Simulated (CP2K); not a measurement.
Band structure of SnHgF₆ (R-3, 8 atoms in the cell).

```
CELL_PARAMETERS angstrom
      5.92634     0.00000     0.00000
      3.61877     4.69319     0.00000
      3.61877     1.77930     4.34283
ATOMIC_POSITIONS crystal
  Sn 0.00000 0.00000 0.00000
  Hg 0.50000 0.50000 0.50000
  F  0.06900 0.38652 0.77194
  F  0.93100 0.61348 0.22806
  F  0.77194 0.06900 0.38652
  F  0.22806 0.93100 0.61348
  F  0.38652 0.77194 0.06900
  F  0.61348 0.22806 0.93100
```

Level of theory: PBEsol, GPW, DZVP-MOLOPT-SR-GTH basis, GTH-PBE potentials (GTH_POTENTIALS) (CP2K).

Settings: CUTOFF = 550 Ry; REL_CUTOFF = 60 Ry; SMEAR/METHOD = FERMI_DIRAC; ELECTRONIC_TEMPERATURE = 116.05 K; KPOINTS/SCHEME = MONKHORST-PACK 5 5 5; XC_FUNCTIONAL = PBE:PBESOL; Sn/BASIS_SET = DZVP-MOLOPT-SR-GTH-q4; Sn/POTENTIAL = GTH-PBE-q4; Hg/BASIS_SET = DZVP-MOLOPT-SR-GTH-q12; Hg/POTENTIAL = GTH-PBE-q12; F/BASIS_SET = DZVP-MOLOPT-SR-GTH-q7; F/POTENTIAL = GTH-PBE-q7; METHOD = GPW; EPS_DEFAULT = 1e-10.

The starting cell comes from a database of computed structures (which also holds hypothetical and non-ambient phases and stackings), without a prior relaxation at this level. Spin-orbit coupling is off. Values carry the incompleteness of an atom-centred basis. The potentials were made for another functional than the one used.

**Question.** Predict the gap along the standard path and the places of the band edges.

**Answer.** The gap along the path is 2.37 eV, direct at Γ to within 0.01 eV.

Levels in eV from the top of the valence band on the SCF mesh, bands 26 to 30:
```csv
point,26,27,28,29,30
Γ,-0.95,-0.95,0.00,0.00,2.37
L,-0.89,-0.80,-0.29,-0.04,4.36
Z,-0.89,-0.89,-0.19,-0.19,4.25
F,-0.90,-0.69,-0.06,-0.03,4.50
P1,-0.87,-0.71,-0.15,-0.06,4.59
P,-0.87,-0.71,-0.15,-0.06,4.59
```

Higher empty bands are left out: an atom-centred basis made for the valence describes them poorly.
